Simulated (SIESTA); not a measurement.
A working SIESTA input for HfO2 (P2_1/c, 12 atoms in the cell) (DFT, GGA PBE, numerical atomic orbitals TZP, PseudoDojo PBE standard norm-conserving potentials (rewritten from UPF to PSML)):

```
# files in the folder: Hf.psml O.psml (PseudoDojo PBE standard)
SystemName  HfO2
SystemLabel siesta

NumberOfAtoms                12
NumberOfSpecies              2
%block ChemicalSpeciesLabel
  1 72 Hf
  2 8 O
%endblock ChemicalSpeciesLabel
LatticeConstant              1.0 Ang
%block LatticeVectors
     5.150100000    0.000000000    0.000000000
     0.000000000    5.185200000    0.000000000
    -0.830853000    0.000000000    5.276790000
%endblock LatticeVectors
AtomicCoordinatesFormat      Fractional
%block AtomicCoordinatesAndAtomicSpecies
     0.280000000    0.049200000    0.217000000  1
     0.720000000    0.549200000    0.283000000  1
     0.720000000    0.950800000    0.783000000  1
     0.280000000    0.450800000    0.717000000  1
     0.069300000    0.326500000    0.342900000  2
     0.930700000    0.826500000    0.157100000  2
     0.930700000    0.673500000    0.657100000  2
     0.069300000    0.173500000    0.842900000  2
     0.460700000    0.748900000    0.488800000  2
     0.539300000    0.248900000    0.011200000  2
     0.539300000    0.251100000    0.511200000  2
     0.460700000    0.751100000    0.988800000  2
%endblock AtomicCoordinatesAndAtomicSpecies

XC.functional                GGA
XC.authors                   PBE
PAO.BasisSize                TZP
PAO.EnergyShift              0.005 Ry
MeshCutoff                   300 Ry
%block kgrid.MonkhorstPack
    2   0   0  0.0
    0   2   0  0.0
    0   0   2  0.0
%endblock kgrid.MonkhorstPack
OccupationFunction           MP
OccupationMPOrder            0
ElectronicTemperature        1160.45 K

MaxSCFIterations             150
SCF.Mixer.Method             Pulay
SCF.Mixer.Weight             0.2
SCF.Mixer.History            6
SCF.DM.Tolerance             1.0E-04
Diag.ParallelOverK           true
WriteForces                  true
```

The run converged in 11 iterations: free energy E − TS -9760.6258 eV; top of the valence band (on the code's own zero) -6.42 eV; gap on the k-point mesh 3.93 eV; pressure 2.81 GPa; largest force (vector length) 1.371 eV/Å. Each of these slips is then made, one at a time:

(1)
```diff
+PAO.SplitNorm                0.001
+PAO.SplitTailNorm            false
```

(2)
```diff
-PAO.BasisSize                TZP
+PAO.BasisSize                SZ
```

(3)
```diff
-PAO.EnergyShift              0.005 Ry
+PAO.EnergyShift              0.1 Ry
```

Question: Predict the outcome of each change.

Answer: 
(1) A split norm that is too small. The run converged in 20 iterations without an error; against the sound input the free energy rises by 131 meV/atom, the pressure goes from 2.81 to 4.61 GPa, the largest force goes from 1.371 to 1.450 eV/Å and the gap on the mesh goes from 3.926 to 3.739 eV. The full log also holds: “* WARNING: effective split_norm is quite small. Orbitals will be very similar.”.

(2) A minimal basis. The run converged in 11 iterations without an error; against the sound input the pressure goes from 2.81 to -1.75 GPa, the largest force goes from 1.371 to 1.552 eV/Å and the gap on the mesh goes from 3.926 to 3.310 eV.

(3) An energy shift that confines the orbitals too tightly. The run converged in 11 iterations without an error; against the sound input the free energy rises by 4.35 eV/atom, the pressure goes from 2.81 to -69.35 GPa, the largest force goes from 1.371 to 3.224 eV/Å and the gap on the mesh goes from 3.926 to 3.635 eV. The full log also holds: “Vna: WARNING: Cut-off radius for the neutral-atom potential, rVna =     5.99643” and “Vna: WARNING: Cut-off radius for charge density =     5.13914”.

The starting cell comes from a database of published, mostly measured structures (it also holds non-ambient and calculated ones), without a prior relaxation at this level. Spin-orbit coupling is off. Values carry the incompleteness of an atom-centred basis. In the base run, forces exceed 1 eV/Å.

Left out of this page: 3 runs of the series outside the window shown, repeating another row's setting, or not comparable.
